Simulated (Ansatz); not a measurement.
The reference is TiC in the rock salt structure (space group Fm-3m, No. 225; relaxed with 0.1 eV smearing).

```xyz
2
Lattice="0.0000 2.1467 2.1467 2.1467 0.0000 2.1467 2.1467 2.1467 0.0000" Properties=species:S:1:pos:R:3 pbc="T T T"
Ti     0.0000     0.0000     0.0000
C      2.1467     2.1467     2.1467
```

Cartesian axes are those of the cell as printed.

Computed with PBEsol, PAW, 420 eV (Ansatz, a program for electronic structure; without spin-orbit coupling).

Now apply this change: uniaxial strain ε_zz = −1.00 %, all other strain components held at zero, atoms relaxed at fixed cell.

Predict the stress tensor and what it implies for the stiffness.

Stress of the strained cell less that of the base (GPa, compression positive):
```
    1.3     0.0     0.0
    0.0     1.3     0.0
    0.0     0.0     5.9
```

Then −Δσ_ii/ε with ε = -0.0100 gives relaxed-ion elastic constants: C33 ≈ 586 GPa, C13 ≈ 126 GPa and C23 ≈ 126 GPa.

Whether these cells are dynamically stable was not tested. The final runs are not spin-polarised.
